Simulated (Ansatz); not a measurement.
An Ansatz (a first-principles code) run: Cs with a change (pressure 5 GPa); PBE/PAW in Ansatz, no SOC.

Input:

Ansatz 0.2 input:
```yaml
crystal:
  lattice:
    - [-2.5133938049, 2.5133938049, 2.5133938049]
    - [2.5133938049, -2.5133938049, 2.5133938049]
    - [2.5133938049, 2.5133938049, -2.5133938049]
  atoms:
    - { symbol: Cs, position: [0, 0, 0] }
basis: { ecutwfc: 420, ecutrho_ratio: 4, xc_grid: 2, fft_grid_basis: typed }
kpoints: { mp_grid: { grid: [11, 11, 11] } }
hamiltonian:
  xc: pbe
  dispersion: none
  pseudopotentials: { kind: paw }
scf: { occupations: { method: fermi_dirac, width: 0.05 } }
relax: { f_tol: 0.01, max_steps: 60, cell: { stress_tol: 0.02, p_target: 5.0 } }
output: { forces: true, stress: true }
checkpoint: { write: state.ck, write_every: 1000 }
```

Output (explanatory and most iteration lines left out):

```
Relaxation: its limit of steps is 60 (relax.max_steps)
Pseudopotential: Cs, paw, valence charge 9
Crystal: 1 atoms, lattice volume = 63.510 Å³
Basis set: ecut = 420 eV, 1253 PW (Γ), exchange–correlation on 60×60×60 points (8 copies of the dense FFT grid, shifted against one another)
Bands: 9, of which v1, the nominal top of the filled ones, is band 5 counted from 1 (4 counted from 0)
Symmetry: 48 space group operations
Space group: Im-3m (ITA 229), of the structure as read, at distance tolerance 4.0e-5 Å
k-points: 56 of 1331
Functional: x = pbe(κ = 0.804, μ = 0.2195149727645171), c = pbe(β = 0.06672455060314922)
SCF iter   1: F=—  HF=-5670.428397 eV  |F-HF|=—  |Δ(HF+E_count)|=         —  Δρ=1.17e-3  dr2=9.64e-4  ethr=1.77e-3  ⟨swp⟩=6.2  Hψ=4358  notcnv=0
SCF iter   2: F=—  HF=-5670.428589 eV  |F-HF|=—  |Δ(HF+E_count)|=   1.93e-4  Δρ=5.85e-4  dr2=2.15e-4  ethr=1.07e-5  ⟨swp⟩=2.4  Hψ=1166  notcnv=0
SCF 1 converged in 6 iterations: F = -5670.428642 eV  dr2 = 4.49e-10
relax step   1: F+E_penalty+E_count = -5670.42864161 eV  Δ(F+E_penalty+E_count) = +0.000e0 eV  max|allowed force component| = 0.000e0 eV/Å  Δτ_max = 0.0000 Å  P = +2.987 GPa  Ω = 63.510 Å³  (6 SCF iters, dr2 threshold 1.00e-7 eV, accepted)
[... steps on the carried basis left out ...]
relax step   6: F+E_penalty+E_count = -5670.09339297 eV  Δ(F+E_penalty+E_count) = +1.545e-4 eV  max|allowed force component| = 0.000e0 eV/Å  Δτ_max = 0.0000 Å  P = +5.007 GPa  Ω = 49.888 Å³  stress off target by 6.77e-3 GPa  SCF on the basis re-selected at this cell (its energy is not comparable with the rows above)  (5 SCF iters)
SCF converged after 5 iterations
Free energy (F): -5670.093393 eV
Internal energy: -5670.075652 eV  (E = F + TS)
E sigma→0 (E₀):  -5670.084523 eV
Entropy (-TS):   -0.017741 eV (-17.741 meV/atom)
Fermi energy:    7.670884 eV
--- Forces (eV/Å), atoms counted from 1 ---
  atom   1  Cs     0.00000000    -0.00000000     0.00000000
--- Stress (GPa, compression-positive) ---
        5.006770       0.000000       0.000000
        0.000000       5.006770       0.000000
       -0.000000       0.000000       5.006770
  P = ⅓ Tr σ = 5.0068 GPa (50.068 kbar)
--- Relaxed structure (5 steps of the walk, 5 accepted, 1 SCFs on fresh bases) ---
  cell:  # Å, volume = 49.8880 Å³
    - [-2.3190603372081986, 2.3190603372081986, 2.3190603372081986]
    - [2.3190603372081986, -2.3190603372081986, 2.3190603372081986]
    - [2.3190603372081986, 2.3190603372081986, -2.3190603372081986]
  atoms:
    - { symbol: Cs, position: [0.0, 0.0, 0.0] }
```

Load acts through the strain it causes; cell and atoms are relaxed under it. No phonon test of stability was made. Measured, Cs leaves this structure (for fcc) near 2.4 GPa (temperature not stated; as listed in Olga Degtyareva, NATO science for peace and security series. B, Physics and biophysics (2010)). The cell was made from Cs in the bcc (W type) structure (space group Im-3m, No. 229) by this change: pressure 5 GPa.
